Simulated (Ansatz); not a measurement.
Density of states of ZnSe (F-43m) above the conduction band minimum, HSE06 with spin-orbit coupling, rigid bands run with Ansatz (a quantum-chemistry and plane-wave program); cell volume 44.7 Å³.

(energy from edge (eV), 10⁻³ states/eV/cell): (0.006, 1.18); (0.031, 2.74); (0.056, 3.81); (0.081, 4.69); (0.106, 5.54); (0.131, 6.30); (0.156, 7.10); (0.181, 7.84); (0.206, 8.67); (0.231, 9.40); (0.256, 10.2); (0.281, 10.9); (0.319, 12.2); (0.344, 13.0); (0.369, 13.8); (0.394, 14.7); (0.419, 15.6); (0.444, 16.5); (0.469, 17.4); (0.494, 18.4); (0.519, 19.3); (0.544, 20.4); (0.569, 21.5); (0.594, 22.7)

**Question.** What effective density of states at 300 K does this give (∫ g(E) exp(−E/k_BT) dE, both spins, divided by the cell's size)?

**Answer.** 1.3e18 cm⁻³, a density-of-states mass of 0.139 mₑ, valleys and band degeneracy included.

Geometry: cell and atoms relaxed with PBEsol.
